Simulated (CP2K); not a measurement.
**A series of runs on Li2SbP5O15 (P2_1/m, 46 atoms in the cell)**

```
CELL_PARAMETERS angstrom
      5.52959     0.00000     0.00000
      0.00000    14.20414     0.00000
     -1.88239     0.00000     8.92156
ATOMIC_POSITIONS crystal
  Li 0.93900 0.64211 0.92855
  Li 0.06100 0.35789 0.07145
  Li 0.06100 0.14211 0.07145
  Li 0.93900 0.85789 0.92855
  Sb 0.50000 0.00000 0.50000
  Sb 0.50000 0.50000 0.50000
  P  0.00748 0.35427 0.51962
  P  0.99252 0.64573 0.48038
  P  0.99252 0.85427 0.48038
  P  0.00748 0.14573 0.51962
  P  0.32524 0.41656 0.82153
  P  0.67476 0.58344 0.17847
  P  0.67476 0.91656 0.17847
  P  0.32524 0.08344 0.82153
  P  0.45678 0.75000 0.99363
  P  0.54322 0.25000 0.00637
  O  0.82720 0.94556 0.06809
  O  0.17280 0.05444 0.93191
  O  0.17280 0.44556 0.93191
  O  0.82720 0.55444 0.06809
  O  0.73315 0.13513 0.51670
  O  0.26685 0.86487 0.48330
  O  0.26685 0.63513 0.48330
  O  0.73315 0.36487 0.51670
  O  0.19517 0.75000 0.90044
  O  0.80483 0.25000 0.09956
  O  0.15661 0.35107 0.69075
  O  0.84339 0.64893 0.30925
  O  0.84339 0.85107 0.30925
  O  0.15661 0.14893 0.69075
  O  0.46302 0.65982 0.10657
  O  0.53698 0.34018 0.89343
  O  0.53698 0.15982 0.89343
  O  0.46302 0.84018 0.10657
  O  0.06215 0.25000 0.46298
  O  0.93785 0.75000 0.53702
  O  0.12635 0.07830 0.42472
  O  0.87365 0.92170 0.57528
  O  0.87365 0.57830 0.57528
  O  0.12635 0.42170 0.42472
  O  0.45546 0.00877 0.74544
  O  0.54454 0.99123 0.25456
  O  0.54454 0.50877 0.25456
  O  0.45546 0.49123 0.74544
  O  0.68673 0.75000 0.92721
  O  0.31327 0.25000 0.07279
```

Base run A: LDA (Pade form), GPW, DZVP-MOLOPT-SR-GTH basis, GTH-PADE potentials (GTH_POTENTIALS) (CP2K), self-consistent single point.

Its settings: CUTOFF = 450 Ry; REL_CUTOFF = 50 Ry; SMEAR/METHOD = FERMI_DIRAC; ELECTRONIC_TEMPERATURE = 580.23 K; KPOINTS/SCHEME = MACDONALD 3 1 2 0 0 0.25; XC_FUNCTIONAL = PADE; Li/BASIS_SET = DZVP-MOLOPT-SR-GTH-q3; Li/POTENTIAL = GTH-PADE-q3; Sb/BASIS_SET = DZVP-MOLOPT-SR-GTH-q5; Sb/POTENTIAL = GTH-PADE-q5; P/BASIS_SET = DZVP-MOLOPT-SR-GTH-q5; P/POTENTIAL = GTH-PADE-q5; O/BASIS_SET = DZVP-MOLOPT-SR-GTH-q6; O/POTENTIAL = GTH-PADE-q6; METHOD = GPW; EPS_DEFAULT = 1e-10; NGRIDS = 4; SCF_GUESS = ATOMIC; EPS_SCF = 1e-07; MAX_SCF = 100.

The starting cell comes from a database of computed structures (which also holds hypothetical and non-ambient phases and stackings), without a prior relaxation at this level. Its lattice was rescaled by a random factor within 2.5 % of one. Spin-orbit coupling is off. Values carry the incompleteness of an atom-centred basis. In the base run, with a pressure of about -7 GPa the cell is away from its equilibrium volume at this level. In the base run, forces exceed 1 eV/Å.

ΔF is the free energy per atom less that of run A. 

```json
[
 {"run": "A", "MIXING/BETA": "1 1/bohr", "ΔF (meV/atom)": "0.00", "pressure (GPa)": "-7.25", "largest force (eV/Å)": "1.202", "gap on the mesh (eV)": "3.754", "iterations": "30"},
 {"run": "B", "MIXING/BETA": "0.1 1/bohr", "ΔF (meV/atom)": "0.00", "pressure (GPa)": "-7.25", "largest force (eV/Å)": "1.202", "gap on the mesh (eV)": "3.754", "iterations": "18"},
 {"run": "C", "MIXING/BETA": "0.3 1/bohr", "ΔF (meV/atom)": "0.00", "pressure (GPa)": "-7.25", "largest force (eV/Å)": "1.202", "gap on the mesh (eV)": "3.754", "iterations": "18"},
 {"run": "D", "MIXING/BETA": "0.5 1/bohr", "ΔF (meV/atom)": "0.00", "pressure (GPa)": "-7.25", "largest force (eV/Å)": "1.202", "gap on the mesh (eV)": "3.754", "iterations": "21"},
 {"run": "E", "MIXING/BETA": "1.5 1/bohr", "ΔF (meV/atom)": "0.00", "pressure (GPa)": "-7.25", "largest force (eV/Å)": "1.202", "gap on the mesh (eV)": "3.754", "iterations": "34"},
 {"run": "F", "MIXING/BETA": "3 1/bohr", "ΔF (meV/atom)": "0.00", "pressure (GPa)": "-7.25", "largest force (eV/Å)": "1.202", "gap on the mesh (eV)": "3.754", "iterations": "38"}
]
```

Runs B, C, D, E, F ended on the same solution as A (within 1 meV/atom). The fewest iterations to that state were 18 (B, C); the most were 38.
